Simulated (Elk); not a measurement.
Elk run on Zr2Sb3Pd (P-4m2, 6 atoms in the cell): self-consistent single point

Level of theory: Elk 10.2.4 with PBEsol, all-electron FP-LAPW, Elk's shipped species files, APW+lo basis with extra local orbitals.

Input as run:

```
tasks
  0

xctype
  22

tforce
  .true.

rgkmax
  8.0

gmaxvr
  18.0

lmaxapw
  10

lmaxo
  8

nxlo
  2

lorbcnd
  .true.

lradstp
  2

nrmtscf
  2.0

lmaxi
  4

stype
  0

swidth
  0.00499791

maxscl
  100

avec
    7.4856965084    0.0000000000    0.0000000000
    0.0000000000    7.4856965084    0.0000000000
    0.0000000000    0.0000000000   16.5141654250

sppath
  'species/'

atoms
  3
  'Zr.in'
  2
  0.5000000000  0.0000000000  0.7391900000    0.0 0.0 0.0
  0.0000000000  0.5000000000  0.2608100000    0.0 0.0 0.0
  'Sb.in'
  3
  0.5000000000  0.0000000000  0.3837700000    0.0 0.0 0.0
  0.0000000000  0.5000000000  0.6162300000    0.0 0.0 0.0
  0.0000000000  0.0000000000  0.0000000000    0.0 0.0 0.0
  'Pd.in'
  1
  0.5000000000  0.5000000000  0.0000000000    0.0 0.0 0.0

ngridk
  7 7 3
```

Log, with long lists cut:

```
│ Elk code version 10.2.4 │

All units are atomic (Hartree, Bohr, etc.)

│ Ground-state run starting from atomic densities │

Lattice vectors :
   7.485696508       0.000000000       0.000000000
   0.000000000       7.485696508       0.000000000
   0.000000000       0.000000000       16.51416543

Unit cell volume      :    925.3820304
Brillouin zone volume :   0.2680516860

Muffin-tin inner radius fraction :   0.1000000000E-01

Nuclei treated as point charges

Species :    1 (Zr)
 parameters loaded from : Zr.in
 name : zirconium
 nuclear charge    :   -40.00000000
 electronic charge :    40.00000000
 atomic mass :    166291.1791
 muffin-tin radius :    2.600000000
 number of radial points in muffin-tin :   1199
 atomic positions (lattice), magnetic fields (Cartesian) :
   1 :   0.00000000  0.50000000  0.73919000    0.00000000  0.00000000  0.00000000
   2 :   0.50000000  0.00000000  0.26081000    0.00000000  0.00000000  0.00000000

Species :    2 (Sb)
 parameters loaded from : Sb.in
 name : antimony
 nuclear charge    :   -51.00000000
 electronic charge :    51.00000000
 atomic mass :    221954.9019
 muffin-tin radius :    2.600000000
 number of radial points in muffin-tin :   1199
 atomic positions (lattice), magnetic fields (Cartesian) :
   1 :   0.00000000  0.50000000  0.38377000    0.00000000  0.00000000  0.00000000
   2 :   0.50000000  0.00000000  0.61623000    0.00000000  0.00000000  0.00000000
   3 :   0.50000000  0.50000000  0.00000000    0.00000000  0.00000000  0.00000000

Species :    3 (Pd)
 parameters loaded from : Pd.in
 name : palladium
 nuclear charge    :   -46.00000000
 electronic charge :    46.00000000
 atomic mass :    193991.7925
 muffin-tin radius :    2.600000000
 number of radial points in muffin-tin :    999
 atomic positions (lattice), magnetic fields (Cartesian) :
   1 :   0.00000000  0.00000000  0.00000000    0.00000000  0.00000000  0.00000000

   [... lines left out ...]
Maximum |G| for potential and density :    18.00000000
 potential will be trimmed for |G| > 2 gkmax
Constant for pseudocharge density :   12
Radial integration step length :    2

G-vector grid sizes :     45    45    96
Number of G-vectors :    91199

Maximum angular momentum used for
 APW functions                      :   10
 outer part of muffin-tin           :    8
 inner part of muffin-tin           :    4

Total nuclear charge    :   -279.0000000
Total core charge       :    192.0000000
Total valence charge    :    87.00000000
Total excess charge     :    0.000000000
Total electronic charge :    279.0000000

Effective Wigner radius, rₛ :   0.9251441701

Number of empty states         :   24
Total number of valence states :   68
Total number of core states    :  192

Conduction state local-orbitals added automatically
Total number of local-orbitals :  671

Exchange-correlation functional :     22     0     0
 PBEsol, Phys. Rev. Lett. 100, 136406 (2008)
 gradient requirement :    1
 generalised gradient approximation (GGA)

Smearing type :    0
 Gaussian
Smearing width :   0.4997910000E-02
Effective electronic temperature (K) :    1578.215154

Mixing type :    3
 Broyden mixing, J. Phys. A: Math. Gen. 17, L317 (1984)

Kohn-Sham potential initialised from atomic data
│ Self-consistent loop started │
│ Loop number : 1 │
 total energy                :     -31654.5981989
│ Loop number : 2 │
 total energy                :     -31662.4842728
RMS change in Kohn-Sham potential (target) :   0.4589074414     (  0.1000000000E-05)
Absolute change in total energy (target)   :    7.886073914     (  0.1000000000E-03)
│ Loop number : 3 │
 total energy                :     -31676.1748357
RMS change in Kohn-Sham potential (target) :   0.3249143770     (  0.1000000000E-05)
Absolute change in total energy (target)   :    15.66208136     (  0.1000000000E-03)
│ Loop number : 4 │
 total energy                :     -31684.1107889
RMS change in Kohn-Sham potential (target) :   0.1886201828     (  0.1000000000E-05)
Absolute change in total energy (target)   :    11.85147351     (  0.1000000000E-03)
│ Loop number : 5 │
 total energy                :     -31686.1048656
RMS change in Kohn-Sham potential (target) :   0.1240386198     (  0.1000000000E-05)
Absolute change in total energy (target)   :    4.956945145     (  0.1000000000E-03)
   [... lines left out ...]
Absolute change in total energy (target)   :   0.3967370976E-02 (  0.1000000000E-03)
│ Loop number : 15 │
 total energy                :     -31681.7116560
RMS change in Kohn-Sham potential (target) :   0.3341845710E-05 (  0.1000000000E-05)
Absolute change in total energy (target)   :   0.1758426682E-02 (  0.1000000000E-03)
│ Loop number : 16 │
 total energy                :     -31681.7115249
RMS change in Kohn-Sham potential (target) :   0.1332297977E-05 (  0.1000000000E-05)
Absolute change in total energy (target)   :   0.5706732663E-03 (  0.1000000000E-03)
│ Loop number : 17 │
 total energy                :     -31681.7114902
RMS change in Kohn-Sham potential (target) :   0.2739838753E-06 (  0.1000000000E-05)
Absolute change in total energy (target)   :   0.1774105294E-03 (  0.1000000000E-03)
│ Loop number : 18 │
 total energy                :     -31681.7114969
RMS change in Kohn-Sham potential (target) :   0.1081826577E-06 (  0.1000000000E-05)
Absolute change in total energy (target)   :   0.3761316839E-04 (  0.1000000000E-03)
Convergence targets achieved

│ Loop number : 19 │

Energies :
 Fermi                       :     0.314046087772
 sum of eigenvalues          :     -19034.2153857
 electron kinetic            :      33214.1491540
 core electron kinetic       :      32461.3317234
 Coulomb                     :     -64025.6959482
 Coulomb potential           :     -51104.7383201
 nuclear-nuclear             :     -2830.70654035
 electron-nuclear            :     -71285.2404956
 Hartree                     :      10090.2510878
 Madelung                    :     -38473.3267882
 xc potential                :     -1143.62621968
 exchange                    :     -853.389056984
 correlation                 :     -16.7756523094
 total energy                :     -31681.7115035

Density of states at Fermi energy :    62.47436005
 (states/Hartree/unit cell)

Estimated indirect band gap :   0.9682511176E-03
 from k-point     13 to k-point      3
Estimated direct band gap   :   0.8957498621E-02
 at k-point     16

Charges :
 core                        :    192.0000000
 valence                     :    87.00000000
 interstitial                :    10.72672089
 muffin-tins (core leakage)
  species :    1 (Zr)
   atom    1                 :    37.86133374     (  0.2858526592E-05)
   atom    2                 :    37.86133374     (  0.2858526592E-05)
  species :    2 (Sb)
   atom    1                 :    49.10759448     (  0.7996877902E-03)
   atom    2                 :    49.10759448     (  0.7996877902E-03)
   atom    3                 :    49.16041349     (  0.8038965997E-03)
  species :    3 (Pd)
   atom    1                 :    45.17500917     (  0.3869651266E-08)
 total in muffin-tins        :    268.2732791
 total calculated charge     :    278.9973724
 total charge                :    279.0000000
 error                       :   0.2627635646E-02

│ Self-consistent loop stopped │

Forces :
 species :    1 (Zr)
  atom :    1
   Hellmann-Feynman          :     0.00000000    0.00000000    0.09569128
   IBS                       :     0.00000000   -0.00000000   -0.09572024
   total force               :     0.00000000    0.00000000   -0.00002896
   [... lines left out ...]
   Hellmann-Feynman          :     0.00000000    0.00000000   -0.09569128
   IBS                       :     0.00000000   -0.00000000    0.09572024
   total force               :     0.00000000    0.00000000    0.00002896
   total magnitude           :     0.00002896
 species :    2 (Sb)
  atom :    1
   Hellmann-Feynman          :     0.00000000    0.00000000   -0.22080488
   IBS                       :     0.00000000    0.00000000    0.21902868
   total force               :     0.00000000    0.00000000   -0.00177620
   total magnitude           :     0.00177620
  atom :    2
   Hellmann-Feynman          :     0.00000000   -0.00000000    0.22080488
   IBS                       :    -0.00000000    0.00000000   -0.21902868
   total force               :    -0.00000000    0.00000000    0.00177620
   total magnitude           :     0.00177620
  atom :    3
   Hellmann-Feynman          :     0.00000000    0.00000000    0.00000000
   IBS                       :     0.00000000    0.00000000    0.00000000
   total force               :     0.00000000    0.00000000    0.00000000
   total magnitude           :     0.00000000
 species :    3 (Pd)
  atom :    1
   Hellmann-Feynman          :     0.00000000    0.00000000    0.00000000
   IBS                       :     0.00000000   -0.00000000    0.00000000
   total force               :     0.00000000    0.00000000    0.00000000
   total magnitude           :     0.00000000
```

The run converged in 19 iterations. The count includes the last loop, which Elk runs after its targets are met.

The starting cell comes from a database of computed structures (which also holds hypothetical and non-ambient phases and stackings), without a prior relaxation at this level. Spin-orbit coupling is off. Spin polarisation is off. Values depend on the basis (sphere radii, cutoffs, local orbitals), which need not be converged. The log's line on a gap gives a spacing of levels on this mesh, which the program prints for metals too.

Cost on one core of a shared machine: roughly 8 min.
